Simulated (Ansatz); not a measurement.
The parent structure is MgBr₂ in the CdI2 type structure (space group P-3m1, No. 164; a = 3.767 Å, c = 6.059 Å; a model cell; layered, stacked along the Cartesian z axis).

Method: PBEsol-D3(BJ) in Ansatz (plane waves to 420 eV, PAW, no SOC).

One change was made to it. Results:

```tsv
quantity	base	after
volume per atom	24.82 Å³	19.90 Å³
c/a ratio	1.608	1.721
width of the top valence band	1.47 eV	1.65 eV
```

**Question.** What was done to the base?
(A) Mg → Be
(B) Br → C
(C) Mg → Si

**Answer.** A, Mg → Be. For comparison, the volume per atom in the other runs: Mg → Si gives 25.87 Å³; Br → C gives 8.03 Å³.

The levels and masses belong to the bands next to the band gap. No phonon test of stability was made. As relaxed here, BeBr2, SiBr2 and MgC2 are hypothetical phases, not in the database extracts checked. The program warned that a D3 coordination switch lies within reach, so dispersion energies are less smooth here.

Ansatz is an electronic-structure program.
